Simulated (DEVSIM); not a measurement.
Structure: Si/Ge p-n heterojunction, at 400 K.

```
layer (left to right)  material  thickness (μm)  Nd (cm⁻³)  Na (cm⁻³)  τn (s)  τp (s)
---------------------  --------  --------------  ---------  ---------  ------  ------
1                            Si            1.00          -     2.4e17  1.5e-6  1.5e-6
2                            Ge           0.940     4.5e15          -  1.5e-6  1.5e-6
```

Left contact: ohmic. Right contact: ohmic. Voltage is applied to the left contact. Recombination: SRH at mid-gap, radiative. Mobility is constant in doping. Where it depends on doping, it is μmin + (μ − μmin)/(1 + (N/Nref)^α).

This is a model device: material constants are rounded textbook-type values typed into the input, and sizes, dopings and lifetimes were drawn at random. Values at 300 K; Nc and Nv go as T^1.5, mobilities as T to minus their exponent, the gap by Varshni's rule with the affinity fixed. The table also holds parameters that only a changed run uses.

```tsv
parameter	Si	Ge
gap (eV)	1.124	0.664
affinity (eV)	4.05	4
permittivity	11.7	16
Nc (cm⁻³)	2.86e19	1.04e19
Nv (cm⁻³)	3.1e19	6e18
μn (cm²/Vs)	1417	3900
μp (cm²/Vs)	470	1900
μn,min	52	150
μp,min	45	100
Nref,n	9.7e16	2.6e17
Nref,p	2.2e17	4e17
αn	0.68	0.56
αp	0.72	0.6
T exponent of μn	2.3	1.66
T exponent of μp	2.2	2.33
B (cm³/s)	4.7e-15	6.4e-14
Cn (cm⁶/s)	2.8e-31	1e-31
Cp (cm⁶/s)	9.9e-32	1e-31
Varshni α (eV/K)	0.000473	0.000477
Varshni β (K)	636	235
```

DEVSIM, 1D drift-diffusion, Boltzmann statistics, complete ionisation; no tunnelling, impact ionisation, image-force lowering or self-heating. Band offsets follow the typed affinities; no thermionic-emission limit at abrupt steps, no polarisation charge.

Base results: potential step across the device at zero bias (V) 0.685; dark forward voltage at 100 A/cm² (V) 0.137; largest field in the device at zero bias (V/cm) 160000.

Problem. What follows from this one change: thickness of layer 2 0.94 → 4.7 μm?

Solution. potential step across the device at zero bias little changed (0.685 V); dark forward voltage at 100 A/cm² 0.137 → 0.203 V; largest field in the device at zero bias little changed (160000 V/cm).

Problem. What follows from this one change: doping Na of layer 1 2.4e+17 → 7.2e+18 cm^-3?

Solution. potential step across the device at zero bias 0.685 → 0.802 V; dark forward voltage at 100 A/cm² 0.137 → 0.058 V; largest field in the device at zero bias 160000 → 870000 V/cm.

Problem. What follows from this one change: doping-dependent mobility in place of the constant one?

Solution. potential step across the device at zero bias little changed (0.685 V); dark forward voltage at 100 A/cm² 0.137 → 0.160 V; largest field in the device at zero bias little changed (160000 V/cm).
